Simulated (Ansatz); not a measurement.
**zinc-blende GaAs: the defect V_Ga+As_Ga**

These are PBE, PAW (plane waves to 420 eV; Ansatz, a quantum-chemistry and plane-wave program) values and carry that method's errors. A supercell of 64 sites (2×2×2 repeats of a cell of 8 atoms) was used; the energies come from a 2×2×2 shifted sampling of its zone. Sites at the start: the Ga site; Ga 4.06 Å away. Charged cells carry a point-charge image correction with potential alignment at far atoms. Dielectric constants: PBE linear response of the host. Host gap at this level: 0.16 eV. Finite-size and sampling errors can reach tenths of an eV here. PBE closes or nearly closes this host's gap, so even the neutral cell can hold carriers in host bands. Spin–orbit coupling is left out. Each state is the lowest found from its start.

Formation energies E_f are given with the Fermi level at the valence-band maximum. Chemical conditions: As-rich (Δμ(As) = 0.00 eV, Δμ(Ga) = -0.70 eV; only phases computed here count, gases as isolated molecules at 0 K); Ga-rich (Δμ(As) = -0.70 eV, Δμ(Ga) = 0.00 eV; only phases computed here count, gases as isolated molecules at 0 K). Reference phases: As: rhombohedral As, Ga: alpha gallium.

The name describes the start; the neighbours show where the atoms ended.

Charges with a result: +1, 0, −1. Others weren't obtained, and one of them could lie lower, also by skipping a charge.

| charge | moment (μB) | largest move off a lattice site (Å) | neighbours of the last As atom of the defect at the end (Å) | image correction with alignment (eV) | E_f, As-rich (eV) | E_f, Ga-rich (eV) | above the lowest spin state (eV) |
|---|---|---|---|---|---|---|---|
| +1† | fractional | 0.35 | As 2.51, As 2.53, As 2.53, As 2.53 | -0.09 | – | – | 0.00 |
| +1† | not spin-polarised | 0.35 | As 2.51, As 2.53, As 2.53, As 2.53 | -0.09 | – | – | 0.00 |
| 0† | 1.0 | 0.34 | As 2.52, As 2.53, As 2.53, As 2.54 | 0.11 | 2.55 | 4.66 | 0.00 |
| −1† | 0.0 | 0.34 | As 2.52, As 2.53, As 2.53, As 2.54 | 0.21 | – | – | 0.00 |
| −1† | not spin-polarised | 0.34 | As 2.52, As 2.53, As 2.53, As 2.54 | 0.21 | – | – | 0.00 |

† Not settled in this cell, so no level is given: charge +1: fractional moment, carriers not clearly localised, level within 0.1 eV of a band edge or past it; charge 0: a level filled in part, carriers not clearly localised, a correction for the charge's moments that the other states lack, level within 0.1 eV of a band edge or past it; charge −1: a level filled in part, carriers not clearly localised.

Starting moments that weren't kept: charge +1 began with 2 μB and ended with 0.5; charge −1 began with 2 μB and ended with 0.0.

All states together cost about 6 core-hours (a rough figure).
